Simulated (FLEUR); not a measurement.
Troubleshooting FLEUR: a failed run on TmPPt (P-6m2, 3 atoms in the cell). The aim is a self-consistent single point with DFT, PBEsol, all-electron FLAPW (FLEUR), scalar-relativistic valence.

Input:

```xml
# input of inpgen
TmPPt crystal
&input film=f /
1.0000000000 0.0000000633 0.0000000000
-0.5000000548 0.8660253721 0.0000000000
0.0000000000 0.0000000000 0.9325884669
7.7306559648
1.0 1.0 1.0

3
69 0.0000000000 0.0000000000 -0.0000000000 : 2.00
15 0.6666666667 0.3333333333 0.5000000000 : 0.00
78 0.3333333333 0.6666666667 0.5000000000 : 0.00

&comp jspins=2 /
&exco xctyp='PBEs' /
&kpt div1=4 div2=4 div3=4 gamma=t /
&end /
# inp.xml
<?xml version="1.0" encoding="UTF-8" standalone="no"?>
<fleurInput fleurInputVersion="0.39">
   <comment>
      TmPPt crystal                                                                                       
   </comment>
   <calculationSetup>
      <cutoffs Kmax="4.5" Gmax="22.5" GmaxXC="22.5" numbands="0"/>
      <scfLoop itmax="80" minDistance="0.00001" maxIterBroyd="99" imix="Anderson" alpha="0.05" precondParam="0.0" spinf="2.0"/>
      <coreElectrons ctail="T" frcor="F" kcrel="0" coretail_lmax="0"/>
      <xcFunctional name="PBEs" relativisticCorrections="F"/>
      <magnetism jspins="2"/>
      <soc l_soc="F" theta="0.0" phi="0.0" spav="F"/>
      <expertModes spex="0" secvar="F"/>
      <geometryOptimization l_f="T" forcealpha="1.0" forcemix="BFGS" epsdisp="0.00001" epsforce="0.00001"/>
      <ldaU l_linMix="F" mixParam="0.05" spinf="1.0"/>
   </calculationSetup>
   <cell>
      <bzIntegration valenceElectrons="50.0" mode="gauss" fermiSmearingEnergy="0.00367493">
         <kPointListSelection listName="default-1"/>
         <!-- k-points included here -->
         <xi:include xmlns:xi="http://www.w3.org/2001/XInclude" href="kpts.xml"> </xi:include>
      </bzIntegration>
      <!-- symmetry operations included here -->
      <xi:include xmlns:xi="http://www.w3.org/2001/XInclude" href="sym.xml"> </xi:include>
      <bulkLattice scale="1.0">
         <bravaisMatrix>
            <row-1>    7.7306559648000004     0.0000004893505226     0.0000000000000000</row-1>
            <row-2>   -3.8653284060399469     6.6949442084930046     0.0000000000000000</row-2>
            <row-3>    0.0000000000000000     0.0000000000000000     7.2095205943441725</row-3>
         </bravaisMatrix>
      </bulkLattice>
   </cell>
   <atomSpecies>
      <species name="Thulium (T2.000" element="Tm" atomicNumber="69">
         <mtSphere radius="2.66" gridPoints="879" logIncrement="0.015"/>
         <atomicCutoffs lmax="10" lnonsphr="8"/>
         <electronConfig flipSpins="F">
            <coreConfig>(1s1/2) (2s1/2) (2p1/2) (2p3/2) (3s1/2) (3p1/2) (3p3/2) (4s1/2) (3d3/2) (3d5/2) (4p1/2) (4p3/2) (4d3/2) (4d5/2)</coreConfig>
            <valenceConfig>(5s1/2) (5p1/2) (5p3/2) (6s1/2) (4f5/2) (4f7/2)</valenceConfig>
            <stateOccupation state="(4f5/2)" spinUp="3.0" spinDown="2.5714285714286"/>
            <stateOccupation state="(4f7/2)" spinUp="4.0" spinDown="3.4285714285714"/>
         </electronConfig>
         <energyParameters s="6" p="5" d="5" f="4"/>
         <lo type="SCLO" l="0" n="5" eDeriv="0"/>
         <lo type="HELO" l="1" n="6" eDeriv="0"/>
         <lo type="HELO" l="1" n="6" eDeriv="1"/>
         <lo type="SCLO" l="2" n="5" eDeriv="2"/>
         <lo type="SCLO" l="3" n="4" eDeriv="2"/>
      </species>
      <species name="Phosphorous (P)" element="P" atomicNumber="15">
         <mtSphere radius="1.68" gridPoints="555" logIncrement="0.02"/>
         <atomicCutoffs lmax="6" lnonsphr="4"/>
         <electronConfig flipSpins="F">
            <coreConfig>(1s1/2) (2s1/2)</coreConfig>
            <valenceConfig>(2p1/2) (2p3/2) (3s1/2) (3p1/2) (3p3/2)</valenceConfig>
            <stateOccupation state="(3p1/2)" spinUp="0.5" spinDown="0.5"/>
            <stateOccupation state="(3p3/2)" spinUp="1" spinDown="1"/>
         </electronConfig>
         <energyParameters s="3" p="3" d="3" f="4"/>
         <lo type="SCLO" l="1" n="2" eDeriv="0"/>
         <lo type="SCLO" l="0" n="3" eDeriv="2"/>
         <lo type="SCLO" l="2" n="3" eDeriv="2"/>
         <lo type="SCLO" l="3" n="4" eDeriv="2"/>
      </species>
      <species name="Platinum (Pt)" element="Pt" atomicNumber="78">
         <mtSphere radius="2.46" gridPoints="813" logIncrement="0.016"/>
         <atomicCutoffs lmax="9" lnonsphr="7"/>
         <electronConfig flipSpins="F">
            <coreConfig>(1s1/2) (2s1/2) (2p1/2) (2p3/2) (3s1/2) (3p1/2) (3p3/2) (4s1/2) (3d3/2) (3d5/2) (4p1/2) (4p3/2) (4d3/2) (4d5/2) (4f5/2) (4f7/2)</coreConfig>
            <valenceConfig>(5s1/2) (5p1/2) (5p3/2) (6s1/2) (5d3/2) (5d5/2)</valenceConfig>
            <stateOccupation state="(6s1/2)" spinUp="0.5" spinDown="0.5"/>
            <stateOccupation state="(5d3/2)" spinUp="1.8" spinDown="1.8"/>
            <stateOccupation state="(5d5/2)" spinUp="2.7" spinDown="2.7"/>
         </electronConfig>
         <energyParameters s="6" p="6" d="5" f="5"/>
         <lo type="SCLO" l="0" n="5" eDeriv="0"/>
         <lo type="SCLO" l="1" n="5" eDeriv="0"/>
         <lo type="SCLO" l="1" n="5" eDeriv="1"/>
         <lo type="SCLO" l="2" n="5" eDeriv="2"/>
         <lo type="SCLO" l="3" n="5" eDeriv="2"/>
      </species>
   </atomSpecies>
   <atomGroups>
      <atomGroup species="Thulium (T2.000">
         <relPos label="                   1">.0000000000 .0000000000 .0000000000</relPos>
         <force calculate="T" relaxXYZ="TTT"/>
      </atomGroup>
      <atomGroup species="Phosphorous (P)">
         <relPos label="                   2">-1.000/3.000 1.000/3.000 1.000/2.000</relPos>
         <force calculate="T" relaxXYZ="TTT"/>
      </atomGroup>
      <atomGroup species="Platinum (Pt)">
         <relPos label="                   3">1.000/3.000 -1.000/3.000 1.000/2.000</relPos>
         <force calculate="T" relaxXYZ="TTT"/>
      </atomGroup>
   </atomGroups>
   <output dos="F" band="F" slice="F">
      <checks vchk="F" cdinf="F"/>
      <bandDOS minEnergy="-.5*Htr" maxEnergy="0.5*Htr" sigma="0.015" storeEVData="T"/>
      <vacuumDOS vacdos="F" integ="F" star="F" nstars="0" locx1="0.0" locy1="0.0" locx2="0.0" locy2="0.0" nstm="0" tworkf="0.0"/>
      <unfoldingBand unfoldBand="F" supercellX="1" supercellY="1" supercellZ="1"/>
      <plotting iplot="0" polar="F">
         <plot TwoD="T" vec1="  1.0  0.0  0.0" vec2="  0.0  1.0  0.0" vec3="  0.0  0.0  1.0" zero="  0.0  0.0  0.0" file="plot"/>
      </plotting>
      <chargeDensitySlicing numkpt="0" minEigenval="0.0" maxEigenval="0.0" nnne="0" pallst="F"/>
      <specialOutput eonly="F"/>
      <magneticCircularDichroism mcd="F" energyLo="-10.0" energyUp="0.0"/>
   </output>
  <!-- We include the file relax.xml here to enable relaxations (see documentation) -->
  <xi:include xmlns:xi="http://www.w3.org/2001/XInclude" href="relax.xml"> <xi:fallback/> </xi:include>
</fleurInput>
```

Output (repeated stretches shortened):

```
      Welcome to FLEUR        (www.flapw.de)
      MaX-Release 8.1          (www.max-centre.eu)
**************FLEUR-Error*****************
Error message: E-field too big or No. of e- not correct
Error occurred in subroutine: efield
Error from PE:0/1
 Last known location:
```

Task: From the messages shown, name the fault and mend the input.

Result: The fault is an unintended net charge; here the program stops on it instead of giving results. To fix it, remove the charge. The program stopped before any SCF iteration.

The sound input it was made from differs as follows (other fixes are possible):
```diff
-      <bzIntegration valenceElectrons="50.0" mode="gauss" fermiSmearingEnergy="0.00367493">
+      <bzIntegration valenceElectrons="52.0" mode="gauss" fermiSmearingEnergy="0.00367493">
```

With that input, the run converged in 43 iterations: total energy -880591.1871 eV; Fermi level (on the code's own zero) 11.85 eV; size of the cell's spin moment 1.47 μB; site moments (μB, in the program's spheres or projections) Tm 1.40, P 0.01, Pt 0.04 (DFT, PBEsol, all-electron FLAPW (FLEUR), scalar-relativistic valence).

On the sound input: the starting cell comes from a database of computed structures (which also holds hypothetical and non-ambient phases and stackings), without a prior relaxation at this level. Its lattice was rescaled by a random factor within 2.5 % of one. Spin-orbit coupling is off. With one magnetic atom in the cell only a parallel order is possible. With U or open f shells several self-consistent states can exist. The f electrons are in the valence without U or exact exchange, which can misplace them near the Fermi level. Spin-orbit terms, which matter for f shells, are left out. Values depend on the basis (sphere radii, cutoffs, local orbitals), which need not be converged.
